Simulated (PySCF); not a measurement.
PySCF 2.14.0, unrestricted TPSSH/def2-tzvp, df: [CH2]B(C)C, charge 0, multiplicity 2, 12 atoms. The geometry is a generated start, not checked to be a minimum at this level.

- task: energy
- method: tpssh
- basis: def2-tzvp
- two-electron scheme: density fitting
- mol.max_memory: 3000 MB
- mf.max_cycle: 100
- mf.conv_tol: 1e-09 (default)
- mf.grids.level: 3 (default)
- basis functions: 172
- grid points: 134864

```xyz
12

C     -0.2666     1.5915     0.4730
B     -0.0330     0.1700     0.0472
C      1.4351    -0.4438     0.0584
C     -1.2349    -0.7600    -0.4205
H     -1.0928     2.1961     0.1277
H      0.3849     2.1189     1.1518
H      1.4540    -1.3807     0.6133
H      2.1760     0.2217     0.4945
H      1.7676    -0.6829    -0.9501
H     -2.1602    -0.2133    -0.5846
H     -0.9870    -1.2921    -1.3371
H     -1.4431    -1.5253     0.3265
```

Charge 0 and multiplicity 2 are set for this test and not shown to be the ground state.

With the defaults (mf.diis = true, mf.init_guess = minao, mf.diis_space = 8, mf.level_shift = 0, mf.diis_damp = 0, mf.damp = 0, mf.diis_start_cycle = 1, mf.DIIS = CDIIS) it converges in 13 Fock builds. One run each on 2 threads, 1 BLAS thread, with these changes:
- mf.init_guess = atom
- mf.damp = 0.3, mf.diis_start_cycle = 4
- mf.diis_damp = 0.3
- mf.init_guess = sap
- mf.init_guess = 1e
- mf.DIIS = ADIIS
- mf.level_shift = 1 Hartree
- mf.diis_space = 20
- mf.diis = false

Q: Which runs fail or end elsewhere than the default run?

A: No convergence: mf.diis = false (the run ends without SCF convergence in 100 cycles). The rest reach the solution of the defaults.

```csv
setting,Fock builds,end
the defaults,13,same solution
mf.init_guess = atom,13,same solution
mf.diis_space = 20,13,same solution
mf.diis_damp = 0.3,13,same solution
"mf.damp = 0.3, mf.diis_start_cycle = 4",14,same solution
mf.init_guess = sap,16,same solution
mf.DIIS = ADIIS,16,same solution
mf.init_guess = 1e,17,same solution
mf.level_shift = 1 Hartree,48,same solution
mf.diis = false,101,no convergence
```
